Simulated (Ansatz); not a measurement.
The reference is Be$_{3}$N$_{2}$ (space group R3m, No. 160; a cell from a computed database, its experimental status unchecked).

```
CELL_PARAMETERS angstrom
      1.41753     0.81841     4.85241
     -1.41753     0.81841     4.85241
      0.00000    -1.63683     4.85241
ATOMIC_POSITIONS crystal
  Be 0.14108 0.14108 0.14108
  Be 0.68236 0.68236 0.68236
  Be 0.91111 0.91111 0.91111
  N  0.79582 0.79582 0.79582
  N  0.29154 0.29154 0.29154
```

Cartesian axes are those of the cell as printed.

Now apply this change: compressive biaxial strain of 0.58 % in the plane normal to [001], as in epitaxy on a mismatched substrate; the out-of-plane cell vector and the atoms relax.

Levels (all Ansatz, a program for electronic structure, PAW): PBEsol (420 eV, no SOC); r2SCAN (500 eV, scalar-relativistic without spin-orbit coupling).

The geometry is relaxed with PBEsol.

| Quantity | Result |
|---|---|
| PBEsol lowest conduction level above the VBM at special points | F 2.64 eV; H₀ 4.96 eV; H₂ 4.96 eV; S₀ 5.02 eV |
| PBEsol smallest direct gap | 3.75 eV |
| PBEsol gap character | indirect, Γ → F |

What does r2SCAN give at this geometry for the lowest conduction level above the VBM at special points, smallest direct gap and gap character?

The lowest conduction level above the VBM at special points becomes F 3.41 eV; H₀ 5.79 eV; H₂ 5.79 eV; S₀ 5.85 eV (PBEsol: F 2.64 eV; H₀ 4.96 eV; H₂ 4.96 eV; S₀ 5.02 eV); the smallest direct gap grows by 0.78 eV, from 3.75 eV to 4.53 eV; the gap character stays indirect, Γ → F.

Single points use the geometry relaxed with PBEsol. No phonon test of stability was made.
